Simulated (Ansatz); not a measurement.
Base system: ZrS$_{2}$ in the CdI2 type structure (space group P-3m1, No. 164; layered, stacked along the Cartesian z axis).

```
CELL_PARAMETERS angstrom
      3.57808     0.00000     0.00000
     -1.78904     3.09871     0.00000
      0.00000     0.00000     5.54013
ATOMIC_POSITIONS crystal
  Zr 0.00000 0.00000 0.00000
  S  0.33333 0.66667 0.26473
  S  0.66667 0.33333 0.73527
```

The values are results of PBEsol-D3(BJ), PAW, 420 eV (Ansatz, a first-principles code; no spin-orbit coupling), not measurements.

Before the change:

```
Property                              Result
---------------------  ---------------------
Valence-band top at Γ  0.00, -0.35, -0.35 eV
Band gap                             0.29 eV
```

Modification: the cell is scaled by 1.0100 in all directions, atoms relaxed at fixed cell.

### Question
What happens to the valence-band top at Γ?

### Answer
The valence-band top at Γ (three highest levels, from the VBM) becomes 0.00, -0.34, -0.34 eV (base: 0.00, -0.35, -0.35 eV).

### Question
Estimate the effect on the band gap.

### Answer
The band gap increases by 0.16 eV to 0.45 eV.

The cells carry an imposed strain or load. Whether these cells are dynamically stable was not tested. A zero or small gap of ZrS2 can be the functional's error rather than a property of the material.
